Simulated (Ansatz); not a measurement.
Density of states of monolayer TiS₂ above the conduction band minimum, HSE06, rigid bands (Ansatz, a first-principles code); cell area 10.09 Å².

```csv
energy from edge (eV),10⁻³ states/eV/cell
0.006,950
0.031,961
0.056,998
0.081,1060
0.106,1060
0.131,1120
0.156,1140
0.181,1190
0.206,1210
0.231,1210
0.256,1250
0.281,1320
0.319,1320
0.344,1350
0.369,1390
0.394,1450
0.419,1590
0.444,1810
0.469,1870
0.494,2000
0.519,2110
0.544,2250
0.569,2550
0.594,3330
```

**Question.** What effective density of states at 300 K does this give (∫ g(E) exp(−E/k_BT) dE, both spins, divided by the cell's size)?

**Answer.** 2.5e13 cm⁻².

Spin-orbit coupling is left out. Geometry: cell and atoms relaxed with PBE.
